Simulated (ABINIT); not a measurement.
ABINIT 10.0.3, DFT, PBE, plane waves, JTH v2.0 PBE PAW: ScC (from the phase in space group 225, mp-10020), 2 atoms. Basis and mesh were picked for this test and aren't claimed converged.

```
Item                                                               Result
----------------------------------------  -------------------------------
cell                                      3.31, 3.31, 3.31 Å; 60, 60, 60°
task                                                                  scf
ecut                                                                22 Ha
pawecutdg                                                           44 Ha
nband                                                                  16
k mesh (ngkpt)                                                      8×8×8
shiftk                                                              0×0×0
nstep                                                                 100
tolvrs                                                              1e-09
occopt                                                                  7
tsmear                                                           0.002 Ha
prtwf                                                                   0
prtden                                                                  0
paral_kgb                                                               1
ranks over k-points and spins (np_spkpt)                                2
ranks over bands (npband)                                               1
ranks over FFT planes (npfft)                                           1
bands a rank in one block (bandpp)                                     16
wfoptalg                                                              114
nline                                                         4 (default)
kptopt                                                        1 (default)
k-points after symmetry                                                29
bands                                                                  16
symmetry operations                                                    48
```

Settings of this run: diemac = 12, iprcel = 0, dielng = 1.07748, iscf = 12; 2 ranks.

```
iteration  deltaE (Ha)     residm      nres2
---------  -----------  ---------  ---------
1           -5.282E+01  8.826E-05  1.637E+01
2            2.659E-02  1.033E-04  9.121E+00
3            5.412E-03  2.943E-06  3.614E+00
4            4.489E-03  6.551E-08  1.889E+00
5            1.376E-03  1.093E-08  9.016E-01
6            9.664E-04  5.918E-09  4.642E-01
7            3.781E-04  2.595E-09  2.311E-01
8            2.296E-04  1.197E-09  1.181E-01
9            1.020E-04  6.473E-10  5.946E-02
10           5.686E-05  3.136E-10  3.026E-02
11           2.688E-05  1.642E-10  1.530E-02
12           1.437E-05  8.140E-11  7.774E-03
13           6.990E-06  4.194E-11  3.937E-03
14           3.672E-06  2.103E-11  1.998E-03
15           1.801E-06  1.075E-11  1.013E-03
16           9.462E-07  5.422E-12  5.139E-04
17           4.605E-07  2.761E-12  2.605E-04
18           2.459E-07  1.396E-12  1.322E-04
19           1.164E-07  7.095E-13  6.701E-05
20           6.477E-08  3.593E-13  3.399E-05
21           2.883E-08  1.824E-13  1.723E-05
22           1.746E-08  9.244E-14  8.741E-06
23           6.841E-09  4.690E-14  4.433E-06
24           4.899E-09  2.378E-14  2.248E-06
25           1.468E-09  1.206E-14  1.140E-06
26           1.468E-09  6.116E-15  5.782E-07
27           2.293E-10  3.102E-15  2.932E-07
28           4.834E-10  1.573E-15  1.487E-07
29          -1.656E-11  7.978E-16  7.542E-08
30           1.778E-10  4.046E-16  3.825E-08
31          -4.247E-11  2.052E-16  1.940E-08
32           7.320E-11  1.040E-16  9.837E-09
33          -3.041E-11  5.277E-17  4.989E-09
34           3.275E-11  2.676E-17  2.530E-09
35          -1.759E-11  1.357E-17  1.283E-09
36           1.493E-11  6.883E-18  6.507E-10
```

It converged after 36 SCF iterations.

Question: The cycle is slow. Which setting should be changed?

Answer: Several could match; the one computed here: iscf = 14 (11 SCF iterations) or iscf = 13 (14 SCF iterations), all else kept. The first change moves the result by: energy under 0.001 meV/atom, pressure under 0.001 GPa. Counts are of single runs.
